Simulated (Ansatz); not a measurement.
We look at the formation energy of the neutral V_C in HfC (rock salt, Fm-3m). Reaction: 8 HfC (rock salt) → cell A + C (graphite).

Cell A: a supercell of 16 sites of HfC (rock salt, Fm-3m) with one empty C site amid 6 Hf; spin state with PBE: run without spin, k-point mesh 6×6×6.
```yaml
crystal:
  lattice:
    - [6.53373, 0.00000, 0.00000]
    - [3.26687, 5.65838, 0.00000]
    - [3.26687, 1.88613, 5.33477]
  atoms:
    - { symbol: Hf, position: [0.00000, 0.00000, 0.00000] }
    - { symbol: Hf, position: [0.99491, 0.99491, 0.50509] }
    - { symbol: C, position: [0.25000, 0.25000, 0.75000] }
    - { symbol: Hf, position: [0.99491, 0.50509, 0.99491] }
    - { symbol: C, position: [0.25000, 0.75000, 0.25000] }
    - { symbol: Hf, position: [0.99491, 0.50509, 0.50509] }
    - { symbol: C, position: [0.25000, 0.75000, 0.75000] }
    - { symbol: Hf, position: [0.50509, 0.99491, 0.99491] }
    - { symbol: C, position: [0.75000, 0.25000, 0.25000] }
    - { symbol: Hf, position: [0.50509, 0.99491, 0.50509] }
    - { symbol: C, position: [0.75000, 0.25000, 0.75000] }
    - { symbol: Hf, position: [0.50509, 0.50509, 0.99491] }
    - { symbol: C, position: [0.75000, 0.75000, 0.25000] }
    - { symbol: Hf, position: [0.50000, 0.50000, 0.50000] }
    - { symbol: C, position: [0.75000, 0.75000, 0.75000] }
```

Reference: C (graphite, P6₃/mmc), 4 atoms in the cell, k-point mesh 18×18×6 on the run's own vectors. Conventional cell: a = 2.465 Å, b = 2.465 Å, c = 6.741 Å, α = 90.00°, β = 90.00°, γ = 120.00°.

Reference: HfC (rock salt, Fm-3m), 16 atoms in the cell, the relaxed perfect crystal repeated, atoms not moved again, k-point mesh 6×6×6 on the run's own vectors.

Computed with Ansatz (plane waves, PAW), its PAW set soft_1, cutoff 420 eV, 500 eV for r2SCAN. The structures are at rest with PBE+D3(BJ), within the held lattices; other levels are single points on them. Neutral cells; Fermi-Dirac smearing of at most 0.05 eV in the solids, energies taken to zero width. The lattices are those relaxed with PBE+D3(BJ), so at other levels the solids can be strained, which adds to the spread. A dispersion term (D3(BJ), or D4 for r2SCAN) was computed beside these levels and is taken off wherever the name lacks it. Nuclei at rest; no vibrational terms. Cells are local rest points, mostly with their start's symmetry. Spin-orbit coupling is left out. Values are for these cell sizes. The cell is small for its defects, so this is an ordered compound on the host's lattice rather than an isolated defect. The value holds for the reservoirs listed; other chemical potentials shift it. Cell A has symmetry Fm-3m within 0.02 Å and got no random move, so less symmetric positions, which may lie lower, weren't tried.

Q: Estimate the value that PBE+D3(BJ) returns for this input.

A: 1.73 eV, for 8 HfC (rock salt) → cell A + C (graphite).

Q: List the value at the remaining levels and say how far they part.

A: 
```
Method     value (eV)  less PBE+D3(BJ)
---------  ----------  ---------------
PBE              1.52            -0.21
r2SCAN+D4        2.02             0.29
```

The levels shown span 0.50 eV, from PBE (1.52) to r2SCAN+D4 (2.02).

Ansatz is a program for electronic structure.
